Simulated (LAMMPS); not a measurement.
Molecular dynamics of a melt made from Al (fcc), 2048 atoms, at 1490 K and 0 GPa, brought to that temperature within a few picoseconds.

Method: classical MD, pair style eam/alloy, file Al_zhou.eam.alloy (LAMMPS).

| t (ps) | MSD (Å²) |
|---|---|
| 0.1000 | 0.805 |
| 0.2000 | 1.83 |
| 0.3000 | 2.94 |
| 0.4000 | 4.09 |
| 0.5000 | 5.26 |
| 0.6000 | 6.45 |
| 0.7000 | 7.68 |
| 0.8000 | 8.90 |
| 0.9000 | 10.1 |
| 1.100 | 12.6 |
| 1.300 | 15.1 |
| 1.500 | 17.7 |
| 1.700 | 20.2 |
| 2.000 | 24.1 |
| 2.300 | 28.0 |
| 2.700 | 33.2 |
| 3.200 | 39.6 |
| 3.700 | 46.0 |
| 4.300 | 53.8 |
| 5.000 | 62.9 |
| 5.800 | 73.3 |
| 6.800 | 86.2 |
| 7.900 | 100 |
| 9.200 | 117 |
| 10.70 | 136 |
| 12.50 | 159 |
| 14.50 | 185 |
| 16.90 | 215 |
| 19.60 | 250 |
| 22.80 | 291 |
| 26.60 | 340 |
| 30.90 | 395 |
| 36.00 | 460 |

**Question.** From these data, give the state found, the self-diffusion coefficient of Al (not corrected for cell size).

**Answer.** In three dimensions D is one sixth of the slope of the MSD at long times (fitted over 20 to 60 % of the run); 1 Å²/ps is 1e-4 cm²/s. state found: liquid; self-diffusion coefficient of Al (not corrected for cell size): (2.14 ± 0.04) × 10^-4 cm²/s.

Caution: a run this short can hold a crystal over, or a liquid under, the potential's own melting point, which these runs don't give.
